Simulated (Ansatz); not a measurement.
Consider MgB2 (space group P6/mmm, No. 191; a = 3.075 Å, c = 3.525 Å; relaxed with 0.1 eV smearing). Axes: x lies along a and z along c of the hexagonal cell.

Method: PBE, PAW, 420 eV (Ansatz, a first-principles code; without spin-orbit coupling).

One thing is altered: compressive biaxial strain of 0.61 % in the plane normal to [001], as in epitaxy on a mismatched substrate; the out-of-plane cell vector and the atoms relax.

**Question.** What happens to the in-plane stress and out-of-plane strain?

**Answer.** The mean in-plane stress (compression positive) comes out as +3.0 GPa; the out-of-plane strain comes out as +0.15 %.

No phonon test of stability was made. The final runs are not spin-polarised.
